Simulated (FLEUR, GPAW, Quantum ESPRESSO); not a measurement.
## Code comparison for EuTiO3 (Pm-3m, 5 atoms in the cell)

Self-consistent single point, at a second geometry (lattice scaled by 0.98). First geometry:

```
CELL_PARAMETERS angstrom
      3.82736     0.00000     0.00000
      0.00000     3.82736     0.00000
      0.00000     0.00000     3.82736
ATOMIC_POSITIONS crystal
  Eu 0.00000 0.00000 0.00000
  Ti 0.50000 0.50000 0.50000
  O  0.00000 0.50000 0.50000
  O  0.50000 0.00000 0.50000
  O  0.50000 0.50000 0.00000
```
Moments meant for the start (each program seeds them in its own way; μB, in the order of the atoms Eu Ti O O O): 7.0 0.0 0.0 0.0 0.0.

Shared settings, as Quantum ESPRESSO writes them: occupations = smearing; smearing = gaussian; degauss = 0.0073499 Ry; nspin = 2; K_POINTS = automatic 9 9 9 0 0 0. Potentials and cutoffs stand in the table.

```
code                                                                                     model  ΔF from the first geometry (meV/atom)  size of the net moment (μB/atom)           cutoff
----------------  ----------------------------------------------------------------------------  -------------------------------------  --------------------------------  ---------------
Quantum ESPRESSO                        LDA (PZ), SSSP 1.1.2 efficiency (PBE) pseudopotentials                                   42.6                              1.36            55 Ry
GPAW                             LDA (Perdew-Wang 92), GPAW PAW datasets LDA (gpaw-data 1.0.1)                                   44.2                              1.36           900 eV
FLEUR             LDA (Perdew-Zunger), all-electron FLAPW (FLEUR), scalar-relativistic valence                                      –                              1.36  Kmax 4.7 1/bohr
```

A dash marks a value that a program does not give, or that is left out as unsure.

On Quantum ESPRESSO's run: spin-orbit coupling is off. With one magnetic atom in the cell only a parallel order is possible. With U or open f shells several self-consistent states can exist. The f electrons are in the valence without U or exact exchange, which can misplace them near the Fermi level. Spin-orbit terms, which matter for f shells, are left out.

The spread over the programs that give each value: ΔF from the first geometry within 1.6 meV/atom; size of the net moment within 0.00 μB/atom.

FLEUR treats all electrons, but the usual bases taken here (sphere radii, linearisation, local orbitals, empty states) were not tested for convergence, so the values are no reference for the others. 

The starting cell comes from a database of computed structures (which also holds hypothetical and non-ambient phases and stackings), without a prior relaxation at this level. Its lattice was rescaled by a random factor within 2.5 % of one. For this run, on top of that: lattice scaled by 0.98.

Left out of this page: Ansatz (with a known weakness of the program).
